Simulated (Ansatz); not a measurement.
Start from Ta in the bcc (W type) structure (space group Im-3m, No. 229; a = 3.282 Å; relaxed with 0.1 eV smearing). Axes: x, y, z lie along the cube axes.

Method: Kohn–Sham DFT with the PBEsol functional, run in Ansatz (a first-principles code) with PAW and 420 eV plane waves, without spin-orbit coupling.

Modification: tensor shear ε_xy = +2.00 % (engineering shear γ = 0.0400); the atoms relax in the strained cell.

Question: Predict the stress tensor and what it implies for the stiffness.

Answer: Stress of the strained cell less that of the base (GPa, compression positive):
```
    0.1    -2.9     0.0
   -2.9     0.1     0.0
    0.0     0.0     0.3
```

Then −Δσ/γ with γ = 2ε = 0.0400 gives secant stiffness values (nonlinear terms included at this strain): C66 ≈ 73 GPa.

As a check, the harmonic strain energy −½ V₀ Δσ:ε is 6.4 meV/atom; the computed energy rise is 6.5 meV/atom.

Whether these cells are dynamically stable was not tested. The final runs are not spin-polarised.
